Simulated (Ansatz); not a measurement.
AlSi₃C₃N (model structure, P3m1, No. 156, 8 atoms in the cell), treated with r²SCAN (Ansatz, an electronic-structure program, plane waves, PAW).

Run with plane-wave cutoff 560 eV, 24×24×6 k mesh (along the axes of the cell as run), Fermi–Dirac smearing 0.05 eV, scalar-relativistic PAW data made under PBE.

Cell (relaxed at this level):

Space group P3m1 (No. 156); a = b = 3.107 Å, c = 10.056 Å, α = β = 90.00°, γ = 120.00°

| atom | site | symmetry | x | y | z |
|---|---|---|---|---|---|
| Al | 1b | 3m. | 0.3333 | 0.6667 | 0.9847 |
| N | 1b | 3m. | 0.3333 | 0.6667 | 0.1979 |
| Si | 1c | 3m. | 0.6667 | 0.3333 | 0.2530 |
| C | 1c | 3m. | 0.6667 | 0.3333 | 0.4354 |
| Si | 1b | 3m. | 0.3333 | 0.6667 | 0.5040 |
| C | 1b | 3m. | 0.3333 | 0.6667 | 0.6871 |
| Si | 1c | 3m. | 0.6667 | 0.3333 | 0.7561 |
| C | 1c | 3m. | 0.6667 | 0.3333 | 0.9362 |

Problem. Estimate the bulk modulus B0 that the calculation returns.

Solution. 
bulk modulus B0: 192 GPa

The run finds no gap.

Note: the bulk modulus is −V dP/dV from two relaxed cells at ±2 % in volume; the relaxation could raise the start's symmetry but not lower it, so the cell can be a saddle point.

Computed values are for the static lattice.

Computing time: around 28 core-minutes (rough).

A model structure was made by putting elements into a prototype or built by hand; it is no filed structure, need not be a known phase, and can be a saddle point held by its symmetry.
